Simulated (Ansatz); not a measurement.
For CaTiO3 (Cmcm, No. 63, 20 atoms in the cell; start mp-1205364; a measured phase of this formula has another space group), LDA (Ansatz, an electronic-structure program, plane waves, PAW) gives:

* **cohesive energy**: 7.55 eV/atom
* **band gap**: 2.20 eV

### Question
What does PBEsol in Ansatz (plane waves, PAW) give for the same quantities?

### Answer

- cohesive energy: 6.86 eV/atom (shrinks by 0.69 eV/atom)
- band gap: 2.18 eV (stays essentially unchanged)

Changes are worked out from the printed values.

Unless a cell is named, each level is at its own relaxed cell (LDA 10.72, PBEsol 11.06 Å³/atom).

Density-functional gaps are differences of (generalised) Kohn–Sham levels.

Caveats: the relaxation could not lower the start's symmetry, so the cell can be a saddle point above a distorted one (LDA, PBEsol). Ansatz's density-functional and Hartree–Fock values are scalar-relativistic unless marked +SOC, with PAW data made under PBE.

A start named mp-… is a Materials Project structure, which need not be a measured phase.
